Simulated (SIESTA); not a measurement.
Worked example: self-consistent single point of RbCl (Fm-3m, 2 atoms in the cell) in SIESTA.

Method: GGA PBE, numerical atomic orbitals TZP, PseudoDojo PBE standard norm-conserving potentials (rewritten from UPF to PSML) in SIESTA 5.4.2.

The change in words: lattice scaled by 0.98. Reference geometry:
```xyz
2
Lattice="0.0000 3.2276 3.2276 3.2276 0.0000 3.2276 3.2276 3.2276 0.0000" Properties=species:S:1:pos:R:3 pbc="T T T"
Rb     0.0000     0.0000     0.0000
Cl     3.2276     3.2276     3.2276
```

Reference input (self-consistent single point, DFT, GGA PBE, numerical atomic orbitals TZP, PseudoDojo PBE standard norm-conserving potentials (rewritten from UPF to PSML)): XC.functional = GGA; XC.authors = PBE; potentials = PseudoDojo PBE standard; PAO.BasisSize = TZP; PAO.EnergyShift = 0.01 Ry; MeshCutoff = 400 Ry; kgrid.MonkhorstPack = 9 9 9; OccupationFunction = FD; ElectronicTemperature = 116.05 K; MaxSCFIterations = 150; SCF.Mixer.Method = Pulay; SCF.Mixer.Weight = 0.25. This run's input differs from it in these lines:

```diff
@@ -10,7 +10,7 @@
 %endblock ChemicalSpeciesLabel
-LatticeConstant              4.564575 Ang
+LatticeConstant              4.473283 Ang
 %block LatticeVectors
-     0.000000000    0.707106795    0.707106795
-     0.707106795    0.000000000    0.707106795
-     0.707106795    0.707106795    0.000000000
+     0.000000000    0.707106839    0.707106839
+     0.707106839    0.000000000    0.707106839
+     0.707106839    0.707106839    0.000000000
 %endblock LatticeVectors
@@ -19,3 +19,3 @@
      0.000000000    0.000000000    0.000000000  1
-     0.707106795    0.707106795    0.707106795  2
+     0.707106839    0.707106839    0.707106839  2
 %endblock AtomicCoordinatesAndAtomicSpecies
```

The program printed (abridged):

```
        iscf     Eharris(eV)        E_KS(eV)     FreeEng(eV)     dDmax    Ef(eV) dHmax(eV)
   scf:    1    -1184.706824    -1183.409444    -1183.409444  2.211723 -5.679431  2.183176
   scf:    2    -1183.668039    -1183.548931    -1183.548931  0.084376 -2.719759  1.357987
   scf:    3    -1183.637690    -1183.604027    -1183.604027  0.085402 -3.402013  0.359640
   scf:    4    -1183.609530    -1183.607138    -1183.607138  0.077598 -3.712310  0.036781
   scf:    5    -1183.604182    -1183.605858    -1183.605858  0.034235 -3.793970  0.203885
   scf:    6    -1183.607988    -1183.607196    -1183.607196  0.034358 -3.678959  0.001970
   scf:    7    -1183.607195    -1183.607195    -1183.607195  0.000142 -3.677102  0.002794
mix: Pulay -- inversion failed, > SVD [rank/size] 3 / 6
   scf:    8    -1183.607196    -1183.607196    -1183.607196  0.000402 -3.677199  0.000029
mix: Pulay -- inversion failed, > SVD [rank/size] 3 / 7
   scf:    9    -1183.607196    -1183.607196    -1183.607196  0.000002 -3.677222  0.000006
SCF Convergence by DM+H criterion
max |DM_out - DM_in|         :     0.0000019308
max |H_out - H_in|      (eV) :     0.0000063344
SCF cycle converged after 9 iterations

Using DM_out to compute the final energy and forces

siesta: E_KS(eV) =            -1183.6072

siesta: E_KS - E_eggbox =     -1183.6072

siesta: Atomic forces (eV/Ang):
     1   -0.000000   -0.000000   -0.000000
     2    0.000000    0.000000    0.000000
   Tot    0.000000   -0.000000   -0.000000
   Max    0.000000
   Res    0.000000    sqrt( Sum f_i^2 / 3N )
   Max    0.000000    constrained

Stress tensor Voigt[x,y,z,yz,xz,xy] (kbar):      -44.74      -44.74      -44.74       -0.00       -0.00       -0.00
(Free)E + p*V (eV/cell)    -1181.8398
Target enthalpy (eV/cell)    -1183.6072

siesta: Program's energy decomposition (eV):
siesta: FreeEng =     -1183.607196

   [... lines left out ...]
siesta:    -0.027923   -0.000003   -0.000003
siesta:    -0.000003   -0.027923   -0.000003
siesta:    -0.000003   -0.000003   -0.027923

siesta: Cell volume =         63.294246 Ang**3

siesta: Pressure (static):
siesta:                Solid            Molecule  Units
siesta:           0.00030412          0.00030412  Ry/Bohr**3
siesta:           0.02792333          0.02792333  eV/Ang**3
siesta:          44.73810368         44.73810368  kBar
```

The run converged in 9 iterations. Against the reference run the free energy goes up by 41.8 meV/atom, the pressure goes from 2.42 to 4.47 GPa and the gap on the mesh goes from 5.010 to 5.224 eV.

The starting cell comes from a database of computed structures (which also holds hypothetical and non-ambient phases and stackings), without a prior relaxation at this level. Its lattice was rescaled by a random factor within 2.5 % of one. For this run, on top of that: lattice scaled by 0.98. Values carry the incompleteness of an atom-centred basis. The basis of the alkali or alkaline-earth atoms may lack their empty d shell, which can raise the gap. With a pressure of about 4 GPa the cell is away from its equilibrium volume at this level.
